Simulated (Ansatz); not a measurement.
**A computed series for InP: pressure series**

Take InP in the wurtzite structure (space group P6_3mc, No. 186; a = 4.149 Å, c = 6.810 Å; a model cell, its experimental status unchecked) as the base.

Cell and atoms are relaxed at each pressure.

Level of theory: Ansatz (a quantum-chemistry and plane-wave program) PBEsol, spin-orbit coupling left out.

Before the change:

```
Item        Value
--------  -------
Band gap  0.64 eV
```

Q: The aim is a band gap between 0.44 eV and 0.48 eV. Which of these changes reaches it?
(A) pressure 0.9 GPa
(B) pressure −1 GPa
(C) pressure −2 GPa
(D) pressure 4.5 GPa
(E) pressure 22.5 GPa

A: C, pressure −2 GPa. It gives 0.46 eV; pressure 0.9 GPa gives 0.71 eV; pressure −1 GPa gives 0.55 eV; pressure 4.5 GPa gives 0.95 eV; pressure 22.5 GPa gives 1.42 eV. Changes not listed may reach it too

Load acts through the strain it causes; cell and atoms are relaxed under it. Whether these cells are dynamically stable was not tested. Competing high-pressure phases were not computed. This is not the structure that InP has at room temperature and ambient pressure.
